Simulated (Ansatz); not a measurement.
**TiAl under a change: tensor shear ε_yz = −3.55 %**

Consider TiAl (space group P4/mmm, No. 123; a = 2.797 Å, c = 4.032 Å). Axes: x, y, z lie along a, b, c of the conventional cell.

Now apply this change: a pure shear with ε_yz = ε_zy = -0.0355; the atoms relax in the strained cell.

Method: PBEsol/PAW in Ansatz (a quantum-chemistry and plane-wave program), without spin-orbit coupling. Γ-centred 17×17×12 mesh, Fermi–Dirac width 0.05 eV.

The space group changes from P4/mmm (No. 123) to P2/m (No. 10) and the energy goes up by 30 meV/atom. The pressure (mean of the normal stresses, compression positive) goes from zero to 0.7 GPa and the band gap is still zero. The stress (xx, yy, zz, yz, xz, xy; compression positive) is (0.8, 0.5, 1.0, 8.5, 0.0, 0.0) GPa (rough).

Cost of the whole job for the changed cell (relaxation, final SCF and bands): around 21 core-seconds (rough).

Without a gap, meshes like the base's 17×17×12 leave anisotropic stresses uncertain by several tenths of a GPa, and small strain energies with them. No phonon test of stability was made. The final runs are not spin-polarised.
